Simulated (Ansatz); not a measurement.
We consider WCl4 (C2/m, No. 12; cell taken from a computed entry), described by r²SCAN-D4 (plane waves, PAW; Ansatz, an electronic-structure program).

Numerical settings: plane-wave cutoff 500 eV, 8×8×6 k mesh (along the axes of the cell as run), Fermi–Dirac smearing 0.05 eV, no spin polarisation, scalar-relativistic PAW data made under PBE.

Computed at the level's own relaxed cell.

Q: Estimate the equilibrium volume per atom and band gap that the calculation returns.

A: 
- equilibrium volume per atom = 23.49 Å³/atom
- band gap = 0.41 eV (on the SCF k mesh)

Note: a distance lies near a switch of the dispersion term, which can move the cell; the relaxation could not lower the start's symmetry, so the cell can be a saddle point above a distorted one.

Spin–orbit coupling is not included.

Static lattice: no zero-point or thermal effects.

Computing time: around 10 core-minutes (rough).
